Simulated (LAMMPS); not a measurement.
Molecular dynamics of a melt of Al (fcc) with 75 % of Al sites Cu, 2048 atoms, cooled from 1750 K to 300 K at 1e+13 K/s, at zero pressure.

All values are model results, not measurements: classical MD, pair style eam/alloy, file AlCu.eam.alloy (LAMMPS).

```tsv
angle (°)	probability per degree, Al-Cu-Cu	probability per degree, Cu-Cu-Cu	probability per degree, Al-Cu-Al
40.50	0.0000	0.0000	0.0000
43.50	0.0004	0.0006	0.0001
46.50	0.0029	0.0035	0.0012
49.50	0.0080	0.0085	0.0060
52.50	0.0139	0.0146	0.0111
55.50	0.0198	0.0213	0.0159
58.50	0.0231	0.0231	0.0184
61.50	0.0217	0.0193	0.0173
64.50	0.0164	0.0133	0.0137
67.50	0.0113	0.0084	0.0086
70.50	0.0079	0.0054	0.0062
73.50	0.0056	0.0041	0.0049
76.50	0.0047	0.0036	0.0045
79.50	0.0043	0.0036	0.0044
82.50	0.0044	0.0039	0.0038
85.50	0.0048	0.0046	0.0045
88.50	0.0055	0.0053	0.0052
91.50	0.0058	0.0061	0.0060
94.50	0.0070	0.0072	0.0065
97.50	0.0079	0.0083	0.0082
100.5	0.0090	0.0100	0.0098
103.5	0.0105	0.0110	0.0106
106.5	0.0115	0.0120	0.0121
109.5	0.0123	0.0127	0.0137
112.5	0.0125	0.0130	0.0137
115.5	0.0120	0.0125	0.0139
118.5	0.0112	0.0114	0.0120
121.5	0.0098	0.0100	0.0112
124.5	0.0081	0.0086	0.0100
127.5	0.0068	0.0070	0.0083
130.5	0.0054	0.0058	0.0073
133.5	0.0047	0.0051	0.0061
136.5	0.0043	0.0048	0.0058
139.5	0.0037	0.0042	0.0050
142.5	0.0036	0.0041	0.0049
145.5	0.0035	0.0041	0.0049
148.5	0.0035	0.0042	0.0046
151.5	0.0034	0.0041	0.0043
154.5	0.0037	0.0037	0.0046
157.5	0.0034	0.0039	0.0046
160.5	0.0033	0.0035	0.0042
163.5	0.0029	0.0033	0.0040
166.5	0.0027	0.0029	0.0034
169.5	0.0024	0.0026	0.0034
172.5	0.0019	0.0021	0.0023
175.5	0.0011	0.0014	0.0018
178.5	0.0004	0.0004	0.0004
```

The data show:
- state found: glass
- most common Al-Cu-Cu angle: in the 3° bin centred on 58.5° (mean of all 95°)
- most common Cu-Cu-Cu angle: in the 3° bin centred on 58.5° (mean of all 97°)
- most common Al-Cu-Al angle: in the 3° bin centred on 58.5° (mean of all 101°)
